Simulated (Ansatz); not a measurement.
Start from ZrO₂ (space group P4_2/nmc, No. 137; a = 3.6208 Å, c = 5.2843 Å).

Calculations: plane-wave PAW DFT at the PBE level (Ansatz, a first-principles code, 420 eV), no spin-orbit coupling, earlier PAW set.

For the base:

| Property | Value |
|---|---|
| Electron mass | 2.3 mₑ along c, 0.61 mₑ across (at Γ) |
| Density | 5.91 g/cm³ |

One thing is altered: hydrostatic tension (pressure −1 GPa).

Q: What does the calculation give for the electron mass and density after the change?

A: The electron mass becomes 2.3 mₑ along c, 0.62 mₑ across (at Γ) (base: 2.3 mₑ along c, 0.61 mₑ across (at Γ)); the density falls by 0.04 g/cm³ (5.91 g/cm³ → 5.87 g/cm³).

The levels and masses belong to the bands next to the band gap. Load acts through the strain it causes; cell and atoms are relaxed under it. Masses are band curvatures over ±0.01 Å⁻¹ around the edge. Whether these cells are dynamically stable was not tested. This is not the structure that ZrO2 has at room temperature and ambient pressure.
